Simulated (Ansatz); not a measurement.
The starting structures come from a database of crystals and need not be the phases stable at ambient conditions.

 Where the default PAW files enter, the runs use the earlier of Ansatz's two default sets.

Tunnelling through a barrier is set by its complex band structure: the current falls as exp(−2κd) with the smallest κ.

Data:

```xyz
6
Lattice="7.8361 0.0000 0.0000 0.0000 10.2454 0.0000 3.9181 0.0000 2.2621" Properties=species:S:1:pos:R:3 pbc="T T T"
Hg     7.8361     0.0000     1.5779
Hg     5.2845     3.4151     1.4732
Hg     2.5516     6.8303     1.4732
Te     7.8361     5.1227     2.0642
Te     5.7057     8.5378     1.2300
Te     2.1305     1.7076     1.2300
```

Space group of this cell: P3_121. The cell was relaxed by PBE-D3(BJ); by r2SCAN its mean pressure is 1.1 GPa.

Transport runs along the normal of the first two printed cell vectors, the (110) plane of the conventional cell.

The gap is the functional's own. No spin-orbit coupling. Mid-gap values are interpolated on the energy grid.

**Question.** State the band gap and the smallest decay constant κ at mid-gap according to r2SCAN (Ansatz, a quantum-chemistry and plane-wave program).

**Answer.** Gap 0.60 eV on a 14×4×14 mesh; κ = 0.130 1/Å, at the zone centre.
